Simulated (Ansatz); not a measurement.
**Nb under a change: Nb → Zr**

Take Nb in the bcc (W type) structure (space group Im-3m, No. 229; a = 3.2722 Å) as the base.

Perturbation: full substitution Nb → Zr; the structure is relaxed again.

Level of theory: Kohn–Sham DFT with the PBEsol functional, run in Ansatz (a first-principles code) with PAW and 420 eV plane waves, without spin-orbit coupling. Γ-centred 19×19×19 mesh, Fermi–Dirac width 0.05 eV.

```
quantity                                  base          changed         shift
-----------------------------  ---------------  ---------------  ------------
volume per atom                       17.52 Å³         21.81 Å³      +4.29 Å³
density                             8.81 g/cm³       6.94 g/cm³  -1.862 g/cm³
lattice parameter a                   327.2 pm         352.0 pm      +24.8 pm
space group                    Im-3m (No. 229)  Im-3m (No. 229)             –
shortest interatomic distance         283.4 pm         304.9 pm      +21.5 pm
band gap                                  zero             zero             –
```

Final structure:

```
Zr
1.0
   -1.76014     1.76014     1.76014
    1.76014    -1.76014     1.76014
    1.76014     1.76014    -1.76014
Zr
1
Direct
  0.00000   0.00000   0.00000
```

No phonon test of stability was made. The base started in P-1 and relaxed to Im-3m at this level. All final runs are without spin polarisation. This is not the structure that Zr has at room temperature and ambient pressure.
